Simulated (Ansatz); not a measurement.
Effect of biaxial strain +0.84 %, plane normal [001], relaxed out of plane on TiB2

Take TiB2 (space group P6/mmm, No. 191; a = 3.032 Å, c = 3.224 Å; relaxed with 0.1 eV smearing) as the base. Axes: x lies along a and z along c of the hexagonal cell.

Perturbation: biaxial strain +0.84 %, plane normal [001], relaxed out of plane (Cartesian); in-plane vectors clamped, the third vector and the atoms free.

Computed with Kohn–Sham DFT with the PBE functional, run in Ansatz (an electronic-structure program) with PAW and 420 eV plane waves, without spin-orbit coupling, earlier PAW set. Γ-centred 22×22×18 mesh, Fermi–Dirac width 0.1 eV.

| quantity | base | changed | shift |
|---|---|---|---|
| space group | P6/mmm (No. 191) | P6/mmm (No. 191) | – |
| pressure (mean of the normal stresses, compression positive) | 0.0 GPa | -3.6 GPa | -3.6 GPa |
| band gap | zero | zero | – |
| out-of-plane strain | – | -0.37 % | – |
| mean in-plane stress (compression positive) | – | -5.5 GPa | – |

Cost of the whole job for the changed cell (relaxation, final SCF and bands): roughly 70 core-seconds.

Whether these cells are dynamically stable was not tested. The final runs are not spin-polarised.
